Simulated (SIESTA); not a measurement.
## Input and output of a self-consistent single point for SrAl2 (Imm2, 6 atoms in the cell) (SIESTA)

Method of the run: GGA PBEsol, numerical atomic orbitals TZP, PseudoDojo PBEsol standard norm-conserving potentials (rewritten from UPF to PSML) (SIESTA).

The input file:

```
# files in the folder: Sr.psml Al.psml (PseudoDojo PBEsol standard)
SystemName  SrAl2
SystemLabel SrAl2

NumberOfAtoms                6
NumberOfSpecies              2
%block ChemicalSpeciesLabel
  1 38 Sr
  2 13 Al
%endblock ChemicalSpeciesLabel
LatticeConstant              1.0 Ang
%block LatticeVectors
    -2.391985000    3.941125000    3.932892000
     2.391985000   -3.941125000    3.932892000
     2.391985000    3.941125000   -3.932892000
%endblock LatticeVectors
AtomicCoordinatesFormat      ScaledCartesian
%block AtomicCoordinatesAndAtomicSpecies
     2.391985000    1.970562500    0.445887698  1
     0.000000000    1.970562500    3.537007091  1
     2.391985000   -0.540249415    2.669411116  2
    -0.000000000    4.481374415    1.263480884  2
    -0.000000000    0.540249415    6.602303116  2
     2.391985000    3.400875585   -2.669411116  2
%endblock AtomicCoordinatesAndAtomicSpecies

XC.functional                GGA
XC.authors                   PBEsol
PAO.BasisSize                TZP
PAO.EnergyShift              0.01 Ry
MeshCutoff                   300 Ry
%block kgrid.MonkhorstPack
    4   0   0  0.0
    0   4   0  0.0
    0   0   4  0.0
%endblock kgrid.MonkhorstPack
OccupationFunction           MP
OccupationMPOrder            0
ElectronicTemperature        1160.45 K

MaxSCFIterations             150
SCF.Mixer.Method             Pulay
SCF.Mixer.Weight             0.1
SCF.Mixer.History            6
SCF.DM.Tolerance             1.0E-05
Diag.ParallelOverK           true
WriteForces                  true
Charge.Mulliken              end
```

Log, with long lists cut:

```
reinit: Reading from file input.fdf

reinit: System Name: SrAl2
reinit: System Label: SrAl2

coor:   Atomic-coordinates input format  =     Cartesian coordinates
coor:                                          (in units of alat)

siesta: Atomic coordinates (Bohr) and species
siesta:      4.52020   3.72382   0.84261  1        1
siesta:      0.00000   3.72382   6.68397  1        2
siesta:      4.52020  -1.02092   5.04446  2        3
siesta:     -0.00000   8.46857   2.38763  2        4
siesta:     -0.00000   1.02092  12.47654  2        5
siesta:      4.52020   6.42672  -5.04446  2        6

siesta: System type = bulk

initatomlists: Number of atoms, orbitals, and projectors:      6    88   108

siesta: ******************** Simulation parameters ****************************
redata: Spin configuration                          = none
redata: Time-Reversal Symmetry                      = T
redata: Number of Atomic Species                    =        2
redata: Mesh Cutoff                                 =   300.0000 Ry
redata: Net charge of the system                    =     0.0000 |e|
redata: Min. number of SCF Iter                     =        0
redata: Max. number of SCF Iter                     =      150
redata: SCF convergence failure will abort job
redata: SCF mix quantity                            = Hamiltonian
redata: Mix DM or H after convergence               =   F
redata: Recompute H after scf cycle                 =   F
redata: Mix DM in first SCF step                    =   T
redata: No kicks to SCF
redata: DM Mixing Weight for Kicks                  =     0.5000
redata: Require Harris convergence for SCF          =   F
redata: Harris energy tolerance for SCF             =     0.000100 eV
redata: Require DM convergence for SCF              =   T
redata: DM tolerance for SCF                        =     0.000010
redata: Require EDM convergence for SCF             =   F
   [... lines left out ...]
diag: Used triangular part                          = Lower
diag: Absolute tolerance                            =  0.100E-15
diag: Orthogonalization factor                      =  0.100E-05
diag: Memory factor                                 =  1.0000

superc: Internal auxiliary supercell:     5 x     5 x     5  =     125
superc: Number of atoms, orbitals, and projectors:    750  11000  13500

                        Single-point calculation

superc: Internal auxiliary supercell:     5 x     5 x     5  =     125
superc: Number of atoms, orbitals, and projectors:    750  11000  13500

outcell: Unit cell vectors (Ang):
       -2.391985    3.941125    3.932892
        2.391985   -3.941125    3.932892
        2.391985    3.941125   -3.932892

outcell: Cell vector modules (Ang)   :    6.059843    6.059843    6.059843
outcell: Cell angles (23,13,12) (deg):    133.5021     98.8614     99.0662
outcell: Cell volume (Ang**3)        :    148.3033
new_DM -- step:     1
Initializing Density Matrix...

Attempting to read DM from file... Failed...
DM filled with atomic data:

InitMesh: MESH = 80 x 60 x 60 = 288000
InitMesh: Mesh cutoff (required, used) =   300.000   320.954 Ry

stepf: Methfessel-Paxton step function
       Using Hermite-Gauss polynomials of order  0
        iscf     Eharris(eV)        E_KS(eV)     FreeEng(eV)     dDmax    Ef(eV) dHmax(eV)
   scf:    1    -2091.495250    -2110.310342    -2110.318330  1.784929 -4.379432  3.861272
   scf:    2    -2110.964807    -2110.651059    -2110.660447  0.045835 -4.326126  3.190928
   scf:    3    -2111.388414    -2111.141312    -2111.148806  0.153286 -4.201628  1.060983
   scf:    4    -2111.181640    -2111.183928    -2111.191429  0.049488 -4.211651  0.240425
   scf:    5    -2111.203389    -2111.197988    -2111.205352  0.019979 -4.198962  0.112666
   scf:    6    -2111.198522    -2111.198559    -2111.205883  0.009999 -4.203813  0.022005
   [... 2 lines left out ...]
   scf:    9    -2111.198878    -2111.198877    -2111.206259  0.000060 -4.207316  0.000639
   scf:   10    -2111.198880    -2111.198879    -2111.206260  0.000317 -4.207386  0.000161
   scf:   11    -2111.198879    -2111.198879    -2111.206260  0.000041 -4.207395  0.000211
   scf:   12    -2111.198879    -2111.198879    -2111.206260  0.000012 -4.207396  0.000115
   scf:   13    -2111.198879    -2111.198879    -2111.206260  0.000006 -4.207395  0.000048
SCF Convergence by DM+H criterion
max |DM_out - DM_in|         :     0.0000064023
max |H_out - H_in|      (eV) :     0.0000476530
SCF cycle converged after 13 iterations

Using DM_out to compute the final energy and forces

siesta: E_KS(eV) =            -2111.1989

siesta: E_KS - E_eggbox =     -2111.1989

siesta: Atomic forces (eV/Ang):
     1    0.000109    0.000218   -0.069955
     2    0.000143   -0.000163   -0.159909
     3    0.000176    0.016330   -0.059124
     4   -0.000168   -0.065225    0.173955
     5    0.000160   -0.015942   -0.058907
     6   -0.000160    0.064765    0.173692
   Tot    0.000259   -0.000017   -0.000247
   Max    0.173955
   Res    0.077039    sqrt( Sum f_i^2 / 3N )
   Max    0.173955    constrained

Stress tensor Voigt[x,y,z,yz,xz,xy] (kbar):      -43.78      -21.90      -43.88       -0.02       -0.01        0.01
(Free)E + p*V (eV/cell)    -2107.8259
Target enthalpy (eV/cell)    -2111.2063

siesta: Program's energy decomposition (eV):
siesta: Ebs     =      -565.799164
siesta: Eions   =      4178.454501
siesta: Ena     =      1684.034592
siesta: Ekin    =       582.810782
siesta: Enl     =       327.351643
siesta: Eso     =         0.000000
siesta: Edftu   =         0.000000
siesta: DEna    =        38.216481
siesta: DUscf   =         1.132704
siesta: DUext   =         0.000000
siesta: Ex      =      -512.817972
siesta: Ec      =       -53.472608
siesta: Exc     =      -566.290580
siesta: Eharris =     -2111.198879
siesta: Etot    =     -2111.198879
siesta: FreeEng =     -2111.206260

siesta: Atomic forces (eV/Ang):
siesta:      1    0.000109    0.000218   -0.069955
siesta:      2    0.000143   -0.000163   -0.159909
siesta:      3    0.000176    0.016330   -0.059124
siesta:      4   -0.000168   -0.065225    0.173955
siesta:      5    0.000160   -0.015942   -0.058907
siesta:      6   -0.000160    0.064765    0.173692
siesta: ----------------------------------------
siesta:    Tot    0.000259   -0.000017   -0.000247

siesta: Stress tensor (static) (eV/Ang**3):
siesta:    -0.027323    0.000004   -0.000004
siesta:     0.000004   -0.013671   -0.000015
siesta:    -0.000004   -0.000015   -0.027388

   [... lines left out ...]
siesta: Cell volume =        148.303252 Ang**3
siesta:          36.51972221         41.83592932  kBar
   [... lines left out ...]
              0.126   0.235
   2  8.929   1.888   0.103  -0.292   0.709   1.960   1.952   1.962   0.296
              0.126   0.226

Species: Al
Atom  Qatom  Qorb
               3s      3s      3s      3py     3pz     3px     3py     3pz
               3px     3py     3pz     3px     3Pdxy   3Pdyz   3Pdz2   3Pdxz
               3Pdx2-y2
   3  3.532   1.172   0.205  -0.175   0.449   0.247   0.350  -0.676  -0.536
             -0.572   0.939   0.923   0.884   0.054   0.061   0.066   0.069

              0.072
   4  3.525   1.167   0.204  -0.171   0.454   0.266   0.322  -0.676  -0.506
             -0.576   0.936   0.868   0.914   0.054   0.061   0.066   0.069

              0.073
   5  3.532   1.172   0.205  -0.175   0.449   0.247   0.350  -0.676  -0.536
             -0.572   0.939   0.923   0.884   0.054   0.061   0.066   0.069

              0.072
   6  3.525   1.167   0.204  -0.171   0.454   0.266   0.322  -0.676  -0.506
             -0.576   0.935   0.868   0.914   0.054   0.061   0.066   0.069

              0.073

mulliken: Qtot =       32.000

Mulliken Atomic Populations:
Atom #   charge [q] valence [e]  Species
     1     1.044186    8.955814  Sr
     2     1.071215    8.928785  Sr
     3    -0.532305    3.532305  Al
     4    -0.525400    3.525400  Al
     5    -0.532312    3.532312  Al
     6    -0.525384    3.525384  Al
 Total    -0.000000
```

The run converged in 13 iterations.

The starting cell comes from a database of computed structures (which also holds hypothetical and non-ambient phases and stackings), without a prior relaxation at this level. Its lattice was rescaled by up to half a per cent. One atom was moved a little off its site on purpose. Values carry the incompleteness of an atom-centred basis. With a pressure of about 4 GPa the cell is away from its equilibrium volume at this level.

Cost on one core of a shared machine: roughly 2 min.
